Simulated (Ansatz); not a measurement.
The reference is GaSe in the beta-GaS type structure (space group P6_3/mmc, No. 194; a = 3.705 Å, c = 15.508 Å; layered, stacked along the Cartesian z axis).

Structures relaxed with PBEsol-D3(BJ), PAW, 420 eV (Ansatz, an electronic-structure program; scalar-relativistic without spin-orbit coupling), earlier PAW set.

Base:

Simulated powder pattern, Cu Kα1, λ = 1.54056 Å (kinematic, ideal powder, no thermal factors, no anomalous dispersion; the 14 strongest lines at most, above 2 %, up to 2θ = 90°):

```tsv
2θ (°)	I/Imax (%)	hkl
22.92	59	(004)
27.78	84	(100)
32.83	100	(103)
36.31	27	(104)
40.41	34	(105)
49.14	68	(110)
49.99	83	(107)
54.88	32	(114)
57.39	11	(200)
60.36	17	(203)
65.45	7.8	(205)
72.71	26	(207)
78.87	8.2	(210)
81.45	14	(213)
```

The change: full substitution Ga → In; the structure is relaxed again.

Problem. Where do the lines fall after the change?

Solution. 
Simulated powder pattern, Cu Kα1, λ = 1.54056 Å (kinematic, ideal powder, no thermal factors, no anomalous dispersion; the 14 strongest lines at most, above 2 %, up to 2θ = 90°):

| 2θ (°) | d (Å) | I/Imax (%) | hkl |
|---|---|---|---|
| 21.78 | 4.078 | 58 | (004) |
| 26.01 | 3.423 | 96 | (100) |
| 26.58 | 3.350 | 50 | (101) |
| 30.84 | 2.897 | 58 | (103) |
| 34.17 | 2.622 | 27 | (104) |
| 38.07 | 2.362 | 100 | (105) |
| 45.88 | 1.976 | 81 | (110) |
| 47.14 | 1.926 | 63 | (107) |
| 51.33 | 1.779 | 33 | (114) |
| 61.09 | 1.516 | 24 | (205) |
| 67.89 | 1.379 | 21 | (207) |
| 79.65 | 1.203 | 22 | (215) |
| 85.84 | 1.131 | 22 | (217) |
| 86.91 | 1.120 | 25 | (1 1 12) |

The indices refer to each structure's own conventional cell; one index is shown for lines that coincide.

Stability against distortions was not tested.
